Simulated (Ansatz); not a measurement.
Results of LDA (plane waves, PAW; Ansatz, a program for electronic structure) for bcc Eu.

Numerical settings: plane-wave cutoff 520 eV, 18×18×18 k mesh, Fermi–Dirac smearing 0.05 eV, spin-polarised with parallel moments, scalar-relativistic PAW data made under PBE.

The cell has the measured lattice: a = b = c = 4.5822 Å, α = β = γ = 90.00°.

Q: Predict the magnetic moment per atom (the cell's total over its atoms).

A: 
* **magnetic moment per atom (the cell's total over its atoms)**: 7.29 μB

The run finds no gap.

Note: the 4f shell is treated without U or exact exchange, so its levels and filling can be wrong; the collinear magnetic order is the start's and need not be the measured one; cell and atoms aren't relaxed at this level (pressure -3.5 GPa).

Moments are spin moments.

Spin–orbit coupling is not included.

Computed values are for the static lattice.
